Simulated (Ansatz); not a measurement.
Given:

End structure of a constructed model of the (0001) surface of hcp Mg, a pseudomorphic layer of Zn in the host's stacking (bottom of the slab: a bare face, its two planes held):

```xyz
7
Lattice="3.1990 0.0000 0.0000 -1.5995 2.7704 0.0000 0.0000 0.0000 31.0000" Properties=species:S:1:pos:R:3 pbc="T T T"
Mg     1.5995     0.9235     8.0074
Mg     0.0000     1.8470    10.5970
Mg     1.5995     0.9235    13.2087
Mg     0.0000     1.8470    15.8107
Mg     1.5995     0.9235    18.4099
Mg     0.0000     1.8470    21.0289
Zn     1.5995     0.9235    23.3202
```

Model: 7-atom slab, 15.0 Å thick at the start, 13x13x1 mesh, Fermi-Dirac 0.1 eV, dipole correction, 2 atoms held, the rest relaxed; start symmetry kept, larger cells not searched; no spin, no spin-orbit, no U. It is one candidate, not shown to be the stable structure of the face.

Q: What work function of the top face does PBE in Ansatz (an electronic-structure program) give?

A: 4.16 eV
